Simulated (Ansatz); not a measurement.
AlO₂ (Pnma, No. 62, 12 atoms in the cell; start mp-1182869) was calculated with PBEsol (plane waves, PAW; Ansatz, an electronic-structure program).

Run with plane-wave cutoff 520 eV, 4×12×8 k mesh (along the axes of the cell as run), Fermi–Dirac smearing 0.01 eV, spin-polarised start, scalar-relativistic PAW data made under PBE.

Cell (relaxed with PBEsol):

AlO2 is taken in the orthorhombic space group Pnma (No. 62), Pearson symbol oP12. Conventional cell: a = 9.2591 Å, b = 2.8828 Å, c = 4.7916 Å, α = β = γ = 90.00°. Al on 4c has 4 O at 1.800–1.890 Å and 2 O at 2.090 Å. O1 on 4c is coordinated by 1 Al at 1.890 Å and 2 Al at 2.090 Å (trigonal pyramidal). O2 on 4c sees 3 Al at 1.800–1.814 Å (trigonal planar). (Neighbours: up to the widest gap in distance over summed covalent radii, below 1.35, at either atom; cation-cation and far metal-metal contacts left out.)

### Question
Give the computed band gap and smallest direct gap on the k points sampled.

### Answer

- band gap: 0.01 eV (under three smearing widths, so not firm)
- smallest direct gap on the k points sampled: 0.32 eV

Note: the magnetic order was assumed, not searched for or taken from measurement.

Computed values are for the static lattice.

Computing time: around 2.6 core-minutes (rough).

A start named mp-… is a Materials Project structure, which need not be a measured phase.
